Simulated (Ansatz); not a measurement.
Worked example: self-consistent single point of Cd3Pt (I4mm, 4 atoms in the cell) in Ansatz (a first-principles code).

Level of theory: LDA (PW92), default PAW files made with PBE (plane waves; Ansatz).

```
Cd3Pt
1.0
   -2.08638     2.08638     4.33726
    2.08638    -2.08638     4.33726
    2.08638     2.08638    -4.33726
Cd Pt
3 1
Direct
  0.75000   0.25000   0.50000
  0.25000   0.75000   0.50000
  0.50576   0.50576   0.00000
  0.00000   0.00000   0.00000
```

Reference input (self-consistent single point, DFT, LDA (PW92), plane waves, default PAW files made with PBE): basis.ecutwfc = 30.9 Ry; kpoints.mp_grid.grid = 11 11 11; hamiltonian.xc = lda; hamiltonian.pseudopotentials = {kind: paw} (the program's default PAW files); scf.occupations.method = fermi_dirac; scf.occupations.width = 0.0073 Ry. This run's input differs from it in these lines:

Ansatz 0.2 input:
```diff
@@ -14,3 +14,3 @@
   mp_grid:
-    grid: [11, 11, 11]
+    grid: [5, 5, 5]
 hamiltonian:
```

Output, abridged:

```
SCF iter   1: F=—  HF=-36599.460856 eV  |F-HF|=—  |Δ(HF+E_count)|=         —  Δρ=1.23e-2  dr2=1.31e-1  ethr=1.77e-3  ⟨swp⟩=6.6  Hψ=2922  notcnv=0  defer=10
all-band conjugate gradients solve this SCF's bands
preconditioner: auto → Kerker (q_TF=auto, 2.743 Å⁻¹)
SCF iter   2: F=—  HF=-36599.432621 eV  |F-HF|=—  |Δ(HF+E_count)|=   2.82e-2  Δρ=4.15e-3  dr2=9.48e-3  ethr=1.68e-4  ⟨swp⟩=2.4  Hψ=1214  notcnv=0  defer=13
   [... lines left out ...]
SCF iter   5: F=—  HF=-36599.430271 eV  |F-HF|=—  |Δ(HF+E_count)|=   2.73e-5  Δρ=1.43e-4  dr2=3.61e-5  ethr=1.87e-7  ⟨swp⟩=2.3  Hψ=1325  notcnv=0  defer=13
SCF iter   6: F=—  HF=-36599.430264 eV  |F-HF|=—  |Δ(HF+E_count)|=   6.93e-6  Δρ=3.72e-5  dr2=1.57e-6  ethr=4.63e-8  ⟨swp⟩=2.1  Hψ=1037  notcnv=0  defer=14
SCF iter   7: F=—  HF=-36599.430264 eV  |F-HF|=—  |Δ(HF+E_count)|=   4.53e-7  Δρ=1.11e-5  dr2=1.60e-7  ethr=2.02e-9  ⟨swp⟩=2.9  Hψ=1479  notcnv=0  defer=14
SCF iter   8: F=-36599.430264 eV  HF=-36599.430264 eV  |F-HF|=8.43e-9  |Δ(HF+E_count)|=   4.48e-8  Δρ=3.22e-6  dr2=1.17e-8  ethr=1.28e-10  ⟨swp⟩=8.3  Hψ=3040  notcnv=0
SCF 1 converged in 8 iterations: F = -36599.430264 eV  dr2 = 1.17e-8
Free energy (F): -36599.430264 eV
Internal energy: -36599.399869 eV  (E = F + TS)
E sigma→0 (E₀):  -36599.415066 eV
Entropy (-TS):   -0.030395 eV (-7.599 meV/atom)
Fermi energy:    16.745688 eV
--- Forces (eV/Å), atoms counted from 1 ---
  atom   1  Cd     0.00000000     0.00000000     0.12139342
  atom   2  Cd    -0.00000000     0.00000000     0.12139342
  atom   3  Cd    -0.00000000     0.00000000    -0.20306367
  atom   4  Pt     0.00000000    -0.00000000    -0.03971967
--- Stress (GPa, compression-positive) ---
       -9.239747       0.000000       0.000000
        0.000000      -9.239747       0.000000
        0.000000       0.000000      -7.757306
  P = ⅓ Tr σ = -8.7456 GPa (-87.456 kbar)
  The stress holds the Pulay correction. Without it, at fixed plane waves, as pw.x and ABINIT print it: P = -8.7776 GPa
```

The run converged in 8 iterations. Against the reference run the free energy drops by 6.9 meV/atom, the pressure stays near -8.75 GPa while the zz stress (positive for compression) goes from -8.74 to -7.76 GPa and the largest force goes from 0.197 to 0.203 eV/Å.

The starting cell comes from a database of computed structures (which also holds hypothetical and non-ambient phases and stackings), without a prior relaxation at this level. Its lattice was rescaled by up to half a per cent. One atom was moved a little off its site on purpose. Spin polarisation is off. With a pressure of about -9 GPa the cell is away from its equilibrium volume at this level. Ansatz's pressure includes its estimate of the finite-basis (Pulay) stress.
